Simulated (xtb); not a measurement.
xtb 6.7.1, GFN1-xTB: Ni(F)(k2OAc)(NH3)2 (CC1[O][Ni](<-[NH3])(<-[NH3])([F])<-[O]=1), charge 0, multiplicity 3, 17 atoms. The geometry is a generated start, not checked to be a minimum at this level.

```json
{
 "run_flags": "--grad",
 "method": "GFN1-xTB",
 "--acc": "1 (default)",
 "--etemp (K)": "300 (default)",
 "basis_functions": "56",
 "valence_electrons": "56"
}
```

```xyz
17

Ni     0.2141     0.2610    -0.5718
F     -0.7704     1.7697    -1.0160
C     -1.3154    -1.0145     2.7920
C     -0.6734    -0.5912     1.4961
O      0.3091     0.1971     1.5053
O     -1.1004    -1.0361     0.4002
H     -1.9875    -1.8491     2.6180
H     -0.5485    -1.2821     3.5148
H     -1.8774    -0.1706     3.1872
N      2.0431     1.3950    -0.7511
H      2.4900     1.3434     0.1605
H      1.6500     2.3286    -0.8579
H      2.7343     1.2428    -1.4752
N     -0.1779    -0.5684    -2.5294
H     -0.8409    -1.3169    -2.3406
H      0.5370    -0.9046    -3.1632
H     -0.6858     0.1959    -2.9688
```

Charge 0 and multiplicity 3 are set for this test and not shown to be the ground state. GFN-xTB has no spin term: --uhf 2 sets the occupations alone.

One run each on 1 thread. Values of broydamp tried: 0.02, 0.05, 0.1, 0.2, 0.4 (default), 0.6, 0.8, 1.

Q: How does the count of SCC iterations change with broydamp, and where is it least?

A: Fewest SCC iterations, within one of each other: 0.4 (default) with 13, 0.6 with 14. The count rises to 26 at 0.02. All converge to one solution.

```csv
broydamp,SCC iterations,end
0.02,26,same solution
0.05,19,same solution
0.1,16,same solution
0.2,15,same solution
0.4 (default),13,same solution
0.6,14,same solution
0.8,15,same solution
1,17,same solution
```
